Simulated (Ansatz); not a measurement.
Defect migration in fcc Al: W-vacancy pair (W on one host Al site, one Al site vacant), neutral cell. The step: a nearby Al atom hops onto the vacant site (W-vacancy distance between ideal sites 2.86 Å throughout); the atom moves 2.57 Å along (-0.45, 0.45, 0.00) of the unit cell; the moving atom starts with neighbours Al at 2.70, Al at 2.78, Al at 2.79, 2 Al at 2.85, 3 Al at 2.91, Al at 2.96, Al at 2.98; W at 2.80 Å and ends with Al at 2.70, Al at 2.78, Al at 2.79, Al at 2.85, Al at 2.86, 3 Al at 2.91, Al at 2.96, Al at 2.99; W at 2.79 Å. A PBE band in Ansatz (plane-wave PAW, a 3×3×3 k-point mesh shifted by half a step, 32 host sites, 39 SCF runs with any check of the saddle's order, static, no finite-size correction) gives a forward barrier of 0.38 eV. The program found a first-order saddle point. Forms of the defect that were not tried may lie lower.

Single points at the band's start and saddle point can refine it. Rough cost of one point, in units of the band's mean SCF on the same machine:

```csv
Level,Cost of one point
"PBE, a 5×5×5 k-point mesh shifted by half a step",about 4
"r2SCAN at 500 eV, a 3×3×3 k-point mesh shifted by half a step",under 2
```

**Question.** Which of these move the barrier by more than 0.1 eV, and how far does each move it?

**Answer.** Not one does. PBE, a 5×5×5 k-point mesh shifted by half a step: +0.03 eV; r2SCAN at 500 eV, a 3×3×3 k-point mesh shifted by half a step: +0.08 eV. Each functional is compared with PBE at the same k-points.

Ansatz is an electronic-structure program.
